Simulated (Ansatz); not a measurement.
A computed series for BC5: pressure series

The parent structure is BC$_{5}$ (space group I-4m2, No. 119; a = 2.513 Å, c = 11.411 Å; a cell from a computed database, its experimental status unchecked).

Cell and atoms are relaxed at each pressure.

Levels (all Ansatz, a first-principles code, PAW): PBE (420 eV, scalar-relativistic without spin-orbit coupling); PBEsol (420 eV, no spin-orbit coupling).

The base cell above is that of PBE; each level relaxes its own structures.

```
case              lattice parameter a, PBE  lattice parameter a, PBEsol
----------------  ------------------------  ---------------------------
pressure −2 GPa                    2.518 Å                      2.504 Å
pressure −1 GPa                    2.516 Å                      2.501 Å
pressure 0.3 GPa                   2.513 Å                      2.498 Å
pressure 0.7 GPa                   2.512 Å                      2.498 Å
pressure 1.5 GPa                   2.510 Å                      2.496 Å
pressure 3 GPa                     2.506 Å                      2.493 Å
pressure 5 GPa                     2.502 Å                      2.488 Å
pressure 7.5 GPa                   2.497 Å                      2.483 Å
pressure 10 GPa                    2.491 Å                      2.478 Å
```

PBE lies above PBEsol in every row, by 0.013 Å to 0.014 Å. Near ties aside, they put the cases in the same order.

Load acts through the strain it causes; cell and atoms are relaxed under it. Whether these cells are dynamically stable was not tested. Competing high-pressure phases were not computed. The final runs are not spin-polarised. An odd electron count without spin: BC5.
